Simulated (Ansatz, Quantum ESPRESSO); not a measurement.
Code comparison for YMg₃ (P-6m2, 4 atoms in the cell)

Zone-centre phonon calculation.

```
YMg3
1.0
    3.30799     0.00000     0.00000
   -1.65400     2.86480     0.00000
    0.00000     0.00000    10.93229
Y Mg
1 3
Direct
  0.66667   0.33333   0.50000
  0.66667   0.33333   0.00000
  0.33333   0.66667   0.24212
  0.33333   0.66667   0.75788
```

Shared settings, as Ansatz (a first-principles code) writes them: kpoints.mp_grid.grid = 12 12 4; scf.occupations.method = gaussian; scf.occupations.width = 0.0073 Ry. Potentials and cutoffs stand in the table.

| code | model | highest zone-centre frequency (cm⁻¹) | cutoff |
|---|---|---|---|
| Quantum ESPRESSO | LDA (PZ), GBRV 1.5 ultrasoft (LDA) pseudopotentials | 199 | 40 Ry |
| Ansatz | LDA (PW92), PAW files made with PBE | 199 | 30.9 Ry |

The spread over the programs that give each value: highest zone-centre frequency within 0.0 cm⁻¹.

The same LDA comes in different parametrisations, which differ slightly.

The starting cell comes from a database of computed structures (which also holds hypothetical and non-ambient phases and stackings), without a prior relaxation at this level.

Keys are those of Ansatz 0.2.
